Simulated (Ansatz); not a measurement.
AlN (P6_3mc) under biaxial stress xx = yy (compression positive): band gap by PBEsol with spin-orbit coupling, rigid bands (plane waves, PAW; Ansatz, a program for electronic structure). The unloaded cell, whose axes the loads refer to:

```cif
data_Al2N2
_chemical_formula_sum 'Al2 N2'
_space_group_name_H-M_alt 'P63mc'
_space_group_IT_number 186
_space_group_name_Hall 'P 6c -2c'
_cell_length_a 3.11376
_cell_length_b 3.11376
_cell_length_c 4.98369
_cell_angle_alpha 90.000
_cell_angle_beta 90.000
_cell_angle_gamma 120.000
loop_
_atom_site_label
_atom_site_type_symbol
_atom_site_symmetry_multiplicity
_atom_site_Wyckoff_symbol
_atom_site_fract_x
_atom_site_fract_y
_atom_site_fract_z
_atom_site_occupancy
Al1 Al 2 b 0.66667 0.33333 0.49902 1
N1 N 2 b 0.33333 0.66667 0.38098 1
```

```csv
biaxial stress xx = yy (compression positive) (GPa),volume per atom (Å³),band gap (eV)
-2,10.53,4.00
0,10.46,4.10
1,10.43,?
2,10.40,4.19
```

Task: Fit a straight line to band gap against the load over the rows given, and predict the row at 1 GPa.

Result: The means are x̄ = 0.000 GPa and ȳ = 4.0967; Σ(x − x̄)(y − ȳ) = 0.3800 and Σ(x − x̄)² = 8.000, so the slope is 47.5 meV per GPa, and the rows given lie within 3.3 meV of the line. At 1 GPa the line gives 4.14 eV; the calculation gives 4.14 eV, 0.10 % from it.

 Stresses and pressures are the targets of the relaxation. Gaps are resolved to about 0.01 eV. The structure type is held at every load. Geometry: cell and atoms relaxed with PBEsol.
